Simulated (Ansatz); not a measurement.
The reference is Mg in the hcp (Mg type) structure (space group P6_3/mmc, No. 194; a = 3.175 Å, c = 5.163 Å; relaxed with 0.1 eV smearing). Axes: x lies along a and z along c of the hexagonal cell.

Method: plane-wave PAW DFT at the PBEsol level (Ansatz, a program for electronic structure, 420 eV), no SOC.

Base values:

| Quantity | Value |
|---|---|
| Pressure | 0.0 GPa |
| Band gap | zero |
| Shortest interatomic distance | 3.166 Å |

One thing is altered: biaxial strain −1.00 %, plane normal [001], relaxed out of plane (Cartesian); in-plane vectors clamped, the third vector and the atoms free.

How does this affect the pressure, out-of-plane strain, band gap and shortest interatomic distance?

The pressure (mean of the normal stresses, compression positive) goes from zero to 0.6 GPa; the out-of-plane strain comes out as +0.55 %; the band gap remains zero; the shortest interatomic distance decreases by 0.023 Å, from 3.166 Å to 3.143 Å.

No phonon test of stability was made.
